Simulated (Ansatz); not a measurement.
## zinc-blende GaP: the defect Ge_Ga

Level of theory: PBE, PAW (plane waves to 420 eV; Ansatz, an electronic-structure program). The supercell holds 64 host sites (2×2×2 repeats of a cell of 8 atoms), with a 2×2×2 shifted k-point sampling for the final energies. Site at the start: the Ga site. Energies of charged states are corrected for periodic images (point charge plus alignment at distant sites). Dielectric constants: PBE linear response of the host. Host gap at this level: 1.57 eV. A cell of this size leaves errors of a few tenths of an eV. The semilocal functional narrows the gap, so deep levels can fall outside it. Spin–orbit coupling is left out. Each state is the lowest found from its start.

Charges with a result: +1, 0, −1. Others weren't obtained, and one of them could lie lower, also by skipping a charge.

| charge | moment (μB) | largest move off a lattice site (Å) | image correction with alignment (eV) |
|---|---|---|---|
| +1 | not spin-polarised | 0.03 | 0.16 |
| 0† | 1.0 | 0.04 | 0.00 |
| −1* | not spin-polarised | 0.09 | – |

* At this level the carrier isn't localised at the defect: at charge −1 electrons occupy the conduction band. Such a state is shallow or no state of the defect, and this cell gives it no level.

† Not settled in this cell, so no level is given: charge 0: carriers not clearly localised.
